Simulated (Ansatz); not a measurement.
**Pd under a change: biaxial strain +0.83 %, plane normal [111], relaxed out of plane**

Consider Pd in the fcc (Cu type) structure (space group Fm-3m, No. 225; a = 3.841 Å; relaxed with 0.1 eV smearing). Axes: x, y, z lie along the cube axes.

The change: biaxial strain +0.83 %, plane normal [111], relaxed out of plane (Cartesian); in-plane vectors clamped, the third vector and the atoms free.

The values are results of LDA in Ansatz (plane waves to 420 eV, PAW, no SOC), not measurements. k-mesh 29×29×29 (Γ-centred); smearing 0.1 eV (Fermi–Dirac).

The volume per atom grows by 0.125 Å³ (14.17 Å³ → 14.30 Å³) and the space group goes from Fm-3m (No. 225) to R-3m (No. 166). The shortest interatomic distance drops by 0.006 Å to 2.710 Å and the energy grows by 2.1 meV/atom. The band gap is still zero and the out-of-plane strain comes out as -0.77 %. The ratio −ε⊥/ε∥ is 0.93 and the mean in-plane stress (compression positive) is -2.8 GPa.

Whether these cells are dynamically stable was not tested. The final runs are not spin-polarised.

Ansatz is a quantum-chemistry and plane-wave program.
